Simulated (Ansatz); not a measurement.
The starting structures come from a database of crystals and need not be the phases stable at ambient conditions.

 Where the default PAW files enter, the runs use the earlier of Ansatz's two default sets.

## Evanescent states of Cu2WS4 (P-42m, not sure to be the ambient phase, 7 atoms a cell, 20.9 Å³ an atom) along the normal of (100)

All values below come from PBEsol (plane waves, PAW; Ansatz, an electronic-structure program).

The gap is the functional's own, uncorrected, and κ follows it; spin-orbit coupling is left out. Mid-gap values are interpolated between the computed energies.

Energies count from the valence-band top; κ is the least over a 6×6 mesh across the current.

```
E (eV)  κ (1/Å)  where
------  -------  -----
0.04      0.081  off Γ
0.10      0.142  off Γ
0.17      0.170  off Γ
0.24      0.193  off Γ
0.32      0.212  off Γ
0.39      0.228  off Γ
0.46      0.242  off Γ
0.53      0.255  off Γ
0.59      0.266  off Γ
0.67      0.276  off Γ
0.73      0.286  off Γ
0.81      0.294  off Γ
0.88      0.277  off Γ
0.94      0.248  off Γ
1.01      0.213  off Γ
1.08      0.167  off Γ
1.16      0.099  off Γ
```

**Question.** How thick must the barrier be to attenuate the transmission by 10^6 when the electrodes' Fermi level lies at 1.01 eV, and what attenuation does that film give at 0.10 eV?

**Answer.** d = 6 ln 10 / (2 × 0.213) = 32.4 Å. At 0.10 eV it gives 6 × 0.142/0.213 = 4.0 decades.
